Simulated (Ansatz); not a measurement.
## Several settings converged on BN (P6_3mc, 4 atoms in the cell)

```
BN
1.0
    1.26862    -2.19732     0.00000
    1.26862     2.19732     0.00000
    0.00000     0.00000     4.19890
B N
2 2
Direct
  0.66667   0.33333   0.50000
  0.33333   0.66667   0.00000
  0.66667   0.33333   0.87500
  0.33333   0.66667   0.37500
```

Base method: PBE, PAW files (plane waves; Ansatz, a program for electronic structure).

Base settings: basis.ecutwfc = 30.9 Ry; kpoints.mp_grid.grid = 11 11 6; hamiltonian.xc = pbe; hamiltonian.pseudopotentials = {kind: paw} (the program's default PAW files); scf.occupations.method = fermi_dirac; scf.occupations.width = 0.0037 Ry.

Core times come from one kind of shared machine, to one figure; runs under 30 s give none.

**Zone-centre phonons against the cutoff**

In this ladder: scf.occupations.method = fixed; scf.occupations.width = default; phonons.method = dfpt; phonons.dielectric = true; phonons.rigid_motions = translations.

The mesh stays at the base's, so the ladder's end is converged at best in this setting alone.

Frequencies are those of the unrelaxed cell, without the LO-TO term of polar crystals.

Only quantities that move along the ladder and can be compared are tabulated.

ε∞ and Born charges come from denser meshes that the program picks itself.

```csv
basis.ecutwfc,highest zone-centre frequency (cm⁻¹),lowest optical frequency (cm⁻¹),largest Born charge (mean of the diagonal) (e)
15.4 Ry,1100.4,428.8,1.809
18.4 Ry,1135.5,466.8,1.850
21.7 Ry,1130.8,475.1,1.870
26.1 Ry,1123.0,474.0,1.874
30.9 Ry,1122.2,473.7,1.874
37.1 Ry,1122.3,473.7,1.874
46.3 Ry,1122.4,473.8,1.874
```

Coarsest basis.ecutwfc that holds the largest Born charge (mean of the diagonal) within 0.02 e of the last step, with all finer ones: 21.7 Ry; the step before is off by 0.024 e.

Coarsest basis.ecutwfc that holds the lowest optical frequency within 5 cm⁻¹ of the last step, with all finer ones: 21.7 Ry; the step before is off by 7.0 cm⁻¹.

Coarsest basis.ecutwfc that holds the highest zone-centre frequency within 2 cm⁻¹ of the last step, with all finer ones: 26.1 Ry; the step before is off by 8.4 cm⁻¹.

**The q mesh of the phonons**

In this ladder: kpoints.mp_grid.grid = 12 12 6; scf.occupations.method = fixed; scf.occupations.width = default; phonons.method = dfpt; phonons.dielectric = true; phonons.rigid_motions = translations.

Only quantities that move along the ladder and can be compared are tabulated.

Thermal sums run over frequencies interpolated from this q mesh.

```csv
phonons.qmesh,zero-point energy (meV/atom),vibrational free energy at 300 K (meV/atom),core time / last (rough)
1 1 1,147.99,144.19,0.2
2 2 2,157.76,154.81,0.4
3 3 3,157.98,155.11,1
```

Coarsest phonons.qmesh that holds the vibrational free energy at 300 K within 2 meV/atom of the last step, with all finer ones: 2 2 2, at about 0.4 of the last step's time; the step before is off by 11 meV/atom.

Coarsest phonons.qmesh that holds the zero-point energy within 0.5 meV/atom of the last step, with all finer ones: 2 2 2, at about 0.4 of the last step's time; the step before is off by 10.0 meV/atom.

On the base run: the starting cell has typed, rounded lattice constants, without a prior relaxation at this level. Its lattice was rescaled by up to half a per cent. In the base run, with a pressure of about 7 GPa the cell is away from its equilibrium volume at this level. A gap is left out here, as mesh or smearing make it unsure.

Keys are those of Ansatz 0.2.
